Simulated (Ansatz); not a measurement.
Cost against accuracy: basis.ecutwfc for Pb (Fm-3m, 1 atom in the cell)

```xyz
1
Lattice="0.0000 2.4835 2.4835 2.4835 0.0000 2.4835 2.4835 2.4835 0.0000" Properties=species:S:1:pos:R:3 pbc="T T T"
Pb     0.0000     0.0000     0.0000
```

Level of theory: PBE, harder PAW files (source: ansatz) (plane waves; Ansatz, a first-principles code).

Base settings: basis.ecutwfc = 580 eV; kpoints.mp_grid.grid = 8 8 8; hamiltonian.xc = pbe; hamiltonian.pseudopotentials = {kind: paw, source: ansatz}; scf.occupations.method = cold; scf.occupations.width = 0.2 eV.

Misses are taken against the tightest run, 1160 eV, which need not be fully converged itself. The energy is the free energy per atom.

The count of work is k-points × plane waves × bands × iterations; it is no time, and leaves out set-up, grids and terms that scale otherwise. 

Ansatz's pressure holds its estimate of the finite-basis (Pulay) stress, which hides part of the cutoff error; the uncorrected pressure shows it.

The starting cell comes from a database of computed structures (which also holds hypothetical and non-ambient phases and stackings), without a prior relaxation at this level. Its lattice was rescaled by a random factor within 2.5 % of one. Ansatz's pressure includes its estimate of the finite-basis (Pulay) stress.

```tsv
basis.ecutwfc	energy less reference (meV/atom)	pressure less reference (GPa)	uncorrected pressure less reference (GPa)	count of work / reference
230 eV	42612.50	-8.30	-905.83	0.11
290 eV	8231.34	0.94	-236.68	0.12
350 eV	1422.82	-0.09	-53.29	0.17
405 eV	239.55	-0.02	-11.72	0.20
465 eV	23.57	-0.02	-1.67	0.27
520 eV	1.54	0.00	-0.15	0.32
580 eV	0.28	0.00	0.00	0.34
665 eV	0.18	0.00	0.00	0.45
755 eV	0.15	0.00	0.00	0.53
870 eV	0.10	0.00	0.00	0.66
1015 eV	0.07	0.00	0.00	0.82
1160 eV	0.00	0.00	0.00	1.0
```

Coarsest setting among those run that, with all tighter ones, holds the energy within 1 meV/atom of the reference: 580 eV, off by 0.28 meV/atom; it needs 0.34 of the reference's count of work.

The step from 230 eV to 580 eV: it takes the miss in the energy from 43000 to 0.28 meV/atom, for 3.1 times the count of work.

Keys are those of Ansatz 0.2.
